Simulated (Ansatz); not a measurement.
System: ZnSnAs2 (P-4m2, No. 115, 4 atoms in the cell; start mp-1215434; a measured phase of this formula has another space group). Method: PBEsol (PAW; Ansatz, an electronic-structure program).

The run printed, among other lines:

```
Crystal: 4 atoms, lattice volume = 99.915 Å³
Basis set: ecut = 520 eV, 2717 PW (Γ), exchange–correlation on 64×64×90 points (8 copies of the dense FFT grid, shifted against one another)
Bands: 34, of which v1, the nominal top of the filled ones, is band 28 counted from 1 (27 counted from 0)
Symmetry: 8 space group operations
Space group: P-4m2 (ITA 115), of the structure as read, at distance tolerance 4.6e-5 Å
k-points: 216 of 1960 (time reversal used)
Functional: x = pbesol(κ = 0.804, μ = 0.12345679012345678), c = pbesol(β = 0.046)
SCF iter   1: F=—  HF=-18857.311307 eV  |F-HF|=—  |Δ(HF+E_count)|=         —  Δρ=2.83e-3  dr2=8.75e-3
SCF iter   2: F=—  HF=-18857.306787 eV  |F-HF|=—  |Δ(HF+E_count)|=   4.52e-3  Δρ=1.34e-3  dr2=2.47e-3
  ...
SCF iter   9: F=—  HF=-18857.306427 eV  |F-HF|=—  |Δ(HF+E_count)|=   2.20e-9  Δρ=8.20e-7  dr2=6.16e-10
SCF iter  10: F=-18857.306427 eV  HF=-18857.306427 eV  |F-HF|=7.28e-12  |Δ(HF+E_count)|=  4.77e-10  Δρ=1.20e-7  dr2=2.80e-11
SCF 1 converged in 10 iterations: F = -18857.306427 eV  dr2 = 2.80e-11
SCF converged after 10 iterations
Free energy (F): -18857.306427 eV
Internal energy: -18857.305831 eV  (E = F + TS)
E sigma→0 (E₀):  -18857.306129 eV
Fermi energy:    8.137896 eV
--- Stress (GPa, compression-positive) ---
        0.005618       0.000000      -0.000000
        0.000000       0.005618       0.000000
       -0.000000       0.000000      -0.002749
  P = ⅓ Tr σ = 0.0028 GPa (0.028 kbar)
```

Task: Write an input file that could have produced this run (the log leaves some choices open).

Result: Several could match; the one computed here: 
Ansatz 0.2 input:
```yaml
crystal:
  lattice:
    - [4.15007743, 0.0, 0.0]
    - [0.0, 4.15007743, 0.0]
    - [0.0, 0.0, 5.801226143]
  atoms:
    - { symbol: Zn, position: [0.0, 0.0, 0.0] }
    - { symbol: Sn, position: [0.5, 0.5, 0.5] }
    - { symbol: As, position: [0.0, 0.5, 0.2223590281] }
    - { symbol: As, position: [0.5, 0.0, 0.7776409719] }
basis:
  ecutwfc: 520
  ecutrho_ratio: 4
  xc_grid: 2
kpoints:
  mp_grid: { grid: [14, 14, 10] }
hamiltonian:
  xc: pbesol
  dispersion: none
  pseudopotentials: { kind: paw }
scf:
  occupations: { method: fermi_dirac, width: 0.05 }
  convergence: { dr2_threshold: 0.0000000004 }
output:
  forces: true
  stress: true
  eigenvalues: true
```

The PAW data were made under PBE.

The result took around 70 core-seconds (rough).

A start named mp-… is a Materials Project structure, which need not be a measured phase.
